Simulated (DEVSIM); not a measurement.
Device: abrupt Si n-p junction, at 300 K.

Layer 1 from the left is Si, thickness (μm) 7.70, Nd (cm⁻³) 1.8e16, τn (s) 3.8e-6, τp (s) 3.8e-6. Layer 2 from the left is Si, thickness (μm) 3.30, Na (cm⁻³) 4.4e17, τn (s) 3.8e-6, τp (s) 3.8e-6.

Left contact: ohmic. Right contact: ohmic. Voltage is applied to the left contact. Recombination: SRH at mid-gap, radiative. Mobility is μmin + (μ − μmin)/(1 + (N/Nref)^α).

This is a model device: material constants are rounded textbook-type values typed into the input, and sizes, dopings and lifetimes were drawn at random. Values at 300 K.

Si: gap (eV) 1.124, affinity (eV) 4.05, permittivity 11.7, Nc (cm⁻³) 2.86e19, Nv (cm⁻³) 3.1e19, μn (cm²/Vs) 1417, μp (cm²/Vs) 470, μn,min 52, μp,min 45, Nref,n 9.7e16, Nref,p 2.2e17, αn 0.68, αp 0.72, B (cm³/s) 4.7e-15.

DEVSIM, 1D drift-diffusion, Boltzmann statistics, complete ionisation; no tunnelling, impact ionisation, image-force lowering or self-heating.

Question: What does the simulation give for the dark forward voltage at 100 A/cm², the largest field in the device at zero bias?

Answer: dark forward voltage at 100 A/cm² 0.780 V; largest field in the device at zero bias 67000 V/cm.
